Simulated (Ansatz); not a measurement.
A short convergence ladder for Ba₂H₃I (P-3m1, 6 atoms in the cell)

```xyz
6
Lattice="4.5137 0.0000 0.0000 -2.2569 3.9090 0.0000 0.0000 0.0000 8.0790" Properties=species:S:1:pos:R:3 pbc="T T T"
Ba     2.2569     1.3030     5.5318
Ba     0.0000     2.6060     2.5471
H      2.2569     1.3030     2.8769
H      0.0000     2.6060     5.2020
H      0.0000     0.0000     4.0395
I      0.0000     0.0000     0.0000
```

Base method: LDA (PW92), default PAW files made with PBE (plane waves; Ansatz, a program for electronic structure).

Base settings: basis.ecutwfc = 420 eV; kpoints.mp_grid.grid = 6 6 3; hamiltonian.xc = lda; hamiltonian.pseudopotentials = {kind: paw} (the program's default PAW files); scf.occupations.method = fixed.

**Zone-centre phonons against the cutoff**

In this ladder: phonons.method = dfpt; phonons.dielectric = true; phonons.rigid_motions = translations.

The mesh stays at the base's, so the ladder's end is converged at best in this setting alone.

Frequencies are those of the unrelaxed cell, without the LO-TO term of polar crystals.

Only quantities that move along the ladder and can be compared are tabulated.

| basis.ecutwfc | highest zone-centre frequency (cm⁻¹) |
|---|---|
| 210 eV | 817.2 |
| 295 eV | 816.1 |
| 420 eV | 814.7 |
| 505 eV | 814.5 |

Coarsest basis.ecutwfc that holds the highest zone-centre frequency within 2 cm⁻¹ of the last step, with all finer ones: 295 eV; the step before is off by 2.7 cm⁻¹.

On the base run: the starting cell comes from a database of computed structures (which also holds hypothetical and non-ambient phases and stackings), without a prior relaxation at this level. Its lattice was rescaled by up to half a per cent.

Keys are those of Ansatz 0.2.
